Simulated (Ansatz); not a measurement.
Results of PBEsol+SOC (Ansatz, a first-principles code, PAW) for LaHfNO₂ (model structure, started from the LaTiNO2 type, I2₁2₁2₁, No. 24, 10 atoms in the cell).

Input file:

Ansatz 0.2 input:
```yaml
crystal:
  lattice:
    - [-2.9141110694, 2.9151299781, 4.0256657472]
    - [2.9141110694, -2.9151299781, 4.0256657472]
    - [2.9141110694, 2.9151299781, -4.0256657472]
  atoms:
    - { symbol: La, position: [0.9792225181, 0.75, 0.7292225181] }
    - { symbol: La, position: [0.5207774819, 0.25, 0.7707774819] }
    - { symbol: Hf, position: [0.25, 0.5150234186, 0.2650234186] }
    - { symbol: Hf, position: [0.75, 0.9849765814, 0.2349765814] }
    - { symbol: N, position: [0.9369498116, 0.6869498116, 0.25] }
    - { symbol: N, position: [0.5630501884, 0.8130501884, 0.75] }
    - { symbol: O, position: [0.393303787, 0.75, 0.143303787] }
    - { symbol: O, position: [0.106696213, 0.25, 0.356696213] }
    - { symbol: O, position: [0.9425091754, 0.1925091754, 0.75] }
    - { symbol: O, position: [0.5574908246, 0.3074908246, 0.25] }
basis:
  ecutwfc: 520
  ecutrho_ratio: 4
  xc_grid: 2
kpoints:
  mp_grid: { grid: [8, 8, 8] }
hamiltonian:
  xc: pbesol
  dispersion: none
  pseudopotentials: { kind: paw }
scf:
  occupations: { method: fermi_dirac, width: 0.01 }
  convergence: { dr2_threshold: 0.000000001 }
output:
  forces: true
  stress: true
  eigenvalues: true
magnetization:
  noncollinear: true
  spin_orbit: true
```

How many irreducible k-points, plane waves at Γ does the program set up, and what pressure does the run end with?

95 irreducible k-points, 3679 plane waves at Γ; P = -0.18 GPa, so the cell is stretched on average and its volume would shrink at this level.

The run printed, among other lines:

```
Crystal: 10 atoms, lattice volume = 136.792 Å³
Basis set: ecut = 520 eV, 3679 PW (Γ), exchange–correlation on 90×90×90 points (8 copies of the dense FFT grid, shifted against one another)
Bands: 130, of which v1, the nominal top of the filled ones, is band 108 counted from 1 (107 counted from 0)
Symmetry: 4 space group operations + 4 with time reversal
k-points: 95 of 512 (time reversal used)
Initial density: superposition of atomic densities (chi_scale 0.1, normalization cell, long waves kept (reshape's long-wave potential 0.01 eV rms))
Functional: x = pbesol(κ = 0.804, μ = 0.12345679012345678), c = pbesol(β = 0.046)
spin=Noncollinear: Resta preconditioning applied to the charge; magnetization (m_x, m_y, m_z) channels mix plain (no charge-response kernel on spin).
SCF 1 converged in 14 iterations: F = -46584.505087 eV  dr2 = 1.88e-10
SCF converged after 14 iterations
Free energy (F): -46584.505087 eV
Internal energy: -46584.505087 eV  (E = F + TS)
E sigma→0 (E₀):  -46584.505087 eV
Fermi energy:    15.043235 eV
--- Forces (eV/Å), atoms counted from 1 ---
  atom   1  La     0.00000000     0.00051427     0.00000000
  atom   2  La     0.00000000    -0.00051427     0.00000000
  atom   3  Hf     0.01531531     0.00000000     0.00000000
  atom   4  Hf    -0.01531531     0.00000000     0.00000000
  atom   5  N      0.00000000     0.00000000     0.00734150
  atom   6  N      0.00000000    -0.00000000    -0.00734150
  atom   7  O      0.00000000     0.00489370     0.00000000
  atom   8  O     -0.00000000    -0.00489370     0.00000000
  atom   9  O     -0.00000000     0.00000000     0.00577018
  atom  10  O     -0.00000000    -0.00000000    -0.00577018
--- Stress (GPa, compression-positive) ---
       -0.184195       0.000000       0.000000
        0.000000      -0.207275      -0.000000
        0.000000      -0.000000      -0.147071
  P = ⅓ Tr σ = -0.1795 GPa (-1.795 kbar)
```

The PAW data were made under PBE.

Note: the relaxation could raise the start's symmetry but not lower it, so the cell can be a saddle point.

The result took around 12 core-minutes (rough).

A model structure was made by putting elements into a prototype or built by hand; it is no filed structure, need not be a known phase, and can be a saddle point held by its symmetry.
